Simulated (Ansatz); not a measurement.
**Al2O (model structure, Fm-3m, No. 225, 3 atoms in the cell): properties by level of theory**

```json
[
 {"level (code)": "LDA (Ansatz)", "lattice constant a (Å)": "5.575", "bulk modulus (GPa)": "___", "cohesive energy (eV/atom)": "___"},
 {"level (code)": "PBE (Ansatz)", "lattice constant a (Å)": "5.695", "bulk modulus (GPa)": "___", "cohesive energy (eV/atom)": "3.22"},
 {"level (code)": "PBEsol (Ansatz)", "lattice constant a (Å)": "5.621", "bulk modulus (GPa)": "___", "cohesive energy (eV/atom)": "___"},
 {"level (code)": "r²SCAN (Ansatz)", "lattice constant a (Å)": "5.626", "bulk modulus (GPa)": "60.7", "cohesive energy (eV/atom)": "___"}
]
```

**Question.** What belongs in the gaps?

**Answer.** 
- LDA (Ansatz, a quantum-chemistry and plane-wave program), bulk modulus (GPa): 69.0
- LDA (Ansatz), cohesive energy (eV/atom): 4.00
- PBE (Ansatz), bulk modulus (GPa): 57.5
- PBEsol (Ansatz), bulk modulus (GPa): 67.0
- PBEsol (Ansatz), cohesive energy (eV/atom): 3.59
- r²SCAN (Ansatz), cohesive energy (eV/atom): 3.05

Caveats: the bulk modulus is −V dP/dV from two relaxed cells at ±2 % in volume (LDA, PBE, PBEsol, r²SCAN). Ansatz's density-functional and Hartree–Fock values are scalar-relativistic unless marked +SOC, with PAW data made under PBE.

Free atoms are spin-polarised, in the lowest state found; at levels without +SOC their spin–orbit coupling is left out.

Static lattice: no zero-point or thermal effects.

A model structure was made by putting elements into a prototype or built by hand; it is no filed structure, need not be a known phase, and can be a saddle point held by its symmetry.
